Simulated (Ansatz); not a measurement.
Base system: SiC (space group P6_3mc, No. 186).

```
CELL_PARAMETERS angstrom
      3.07761     0.00000     0.00000
     -1.53880     2.66529     0.00000
      0.00000     0.00000    10.07629
ATOMIC_POSITIONS crystal
  Si 0.00000 0.00000 0.00030
  Si 0.00000 0.00000 0.50030
  Si 0.66667 0.33333 0.75025
  Si 0.33333 0.66667 0.25025
  C  0.00000 0.00000 0.81287
  C  0.00000 0.00000 0.31287
  C  0.66667 0.33333 0.56221
  C  0.33333 0.66667 0.06221
```

Cartesian axes are those of the cell as printed.

Method: plane-wave PAW DFT at the r2SCAN level (Ansatz, a program for electronic structure, 500 eV), no spin-orbit coupling.

Before the change:

Valley order: M (1/2, 0, 0) 2.60 eV; H (1/3, 1/3, 1/2) 3.67 eV

One thing is altered: uniaxial stress, 5 GPa compression along z, with the cell and atoms free to relax against it.

Question: What happens to the energy relative to the base, secant Young's modulus along z and valley order?

Answer: The energy increases by 1.4 meV/atom; the secant Young's modulus along z is 580 GPa; the valley order (the lowest conduction-band minima on the path, energy above the VBM, named in the base's zone) changes from M (1/2, 0, 0) 2.60 eV; H (1/3, 1/3, 1/2) 3.67 eV to M (1/2, 0, 0) 2.62 eV; H (1/3, 1/3, 1/2) 3.72 eV.

The levels and masses belong to the bands next to the band gap. Load acts through the strain it causes; cell and atoms are relaxed under it. Beyond what the load breaks, stability against distortions was not tested.
